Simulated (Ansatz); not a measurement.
A computed series for hypothetical zinc blende LiF: pressure series

Base system: LiF in the zinc blende structure (space group F-43m, No. 216; a = 4.364 Å; a hypothetical phase, not in the database extracts checked).

Cell and atoms are relaxed at each pressure.

Computed with Ansatz (a first-principles code), PBE, PAW, cutoff 420 eV, no spin-orbit coupling.

```csv
pressure (GPa),volume per atom (Å³/atom)
-2,10.836
0,10.390
3,9.862
7,9.324
15,8.559
30,7.645
50,6.884
75,?
100,5.811
```

Task: Fit the third-order Birch–Murnaghan form P(V) = (3B₀/2)[(V₀/V)^(7/3) − (V₀/V)^(5/3)]·[1 + (3/4)(B₀′ − 4)((V₀/V)^(2/3) − 1)] (squares taken in P) to the rows shown and predict the withheld row.

Result: Least squares on the printed values gives V₀ = 10.386 Å³/atom, B₀ = 52.4 GPa, B₀′ = 4.1; this predicts 6.255 Å³/atom, and the run gives 6.256 Å³/atom, in agreement.

Load acts through the strain it causes; cell and atoms are relaxed under it. Whether these cells are dynamically stable was not tested. No other phases were tried under pressure.
